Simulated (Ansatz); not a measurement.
# CdSe under a change: isotropic strain −2.50 %

Base system: CdSe in the zinc blende structure (space group F-43m, No. 216; a = 6.007 Å).

Perturbation: an isotropic linear strain of −2.50 %; the atoms relax in the strained cell.

Computed with LDA (Ansatz, a quantum-chemistry and plane-wave program), without spin-orbit coupling. Settings: 10×10×10 k-points, 0.05 eV Fermi–Dirac smearing.

```csv
quantity,base,changed,shift
volume per atom,27.10 Å³,25.12 Å³,-1.98 Å³
space group,F-43m (No. 216),F-43m (No. 216),–
shortest interatomic distance,2.601 Å,2.536 Å,-0.065 Å
energy relative to the base (free energy F),0 meV/atom,+30 meV/atom,+30 meV/atom
pressure,0.0 kbar,52.6 kbar,+52.6 kbar
band gap,0.41 eV,0.55 eV,+0.149 eV
gap character,direct at Γ,direct at Γ,–
mean gap deformation potential ΔEg/Δln V,–,-2.0 eV,–
electron mass,0.041 mₑ (at Γ),0.052 mₑ (at Γ),–
"hole mass (degenerate bands, along [100])","0.042, 0.62, 0.62 mₑ (at Γ)","0.053, 0.56, 0.56 mₑ (at Γ)",–
```

Cost of the whole job for the changed cell (relaxation, final SCF and bands): very roughly 18 core-seconds.

Effective masses come from finite differences of ±0.01 Å⁻¹. Whether these cells are dynamically stable was not tested.
